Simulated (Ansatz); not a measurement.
The parent structure is ZnSe in the zinc blende structure (space group F-43m, No. 216).

```yaml
crystal:
  lattice:
    - [0.00000, 2.81686, 2.81686]
    - [2.81686, 0.00000, 2.81686]
    - [2.81686, 2.81686, 0.00000]
  atoms:
    - { symbol: Se, position: [0.75000, 0.75000, 0.75000] }
    - { symbol: Zn, position: [0.00000, 0.00000, 0.00000] }
```

Cartesian axes are those of the cell as printed.

Method: PBEsol in Ansatz (plane waves to 420 eV, PAW, without spin-orbit coupling), earlier PAW set.

Base values:

* **Valence-band top at Γ**: 0.00, 0.00, 0.00 eV
* **Shortest interatomic distance**: 2.439 Å

Modification: tensor shear ε_yz = +3.55 % (engineering shear γ = 0.0710), atoms relaxed at fixed cell.

### Question
Predict the new valence-band top at Γ.

### Answer
The valence-band top at Γ (three highest levels, from the VBM) goes from 0.00, 0.00, 0.00 eV to 0.00, -0.27, -0.43 eV.

### Question
Predict the new shortest interatomic distance.

### Answer
The shortest interatomic distance drops by 0.015 Å to 2.424 Å.

The levels and masses belong to the bands next to the band gap. The cells carry an imposed strain or load. Whether these cells are dynamically stable was not tested.

Ansatz is an electronic-structure program.
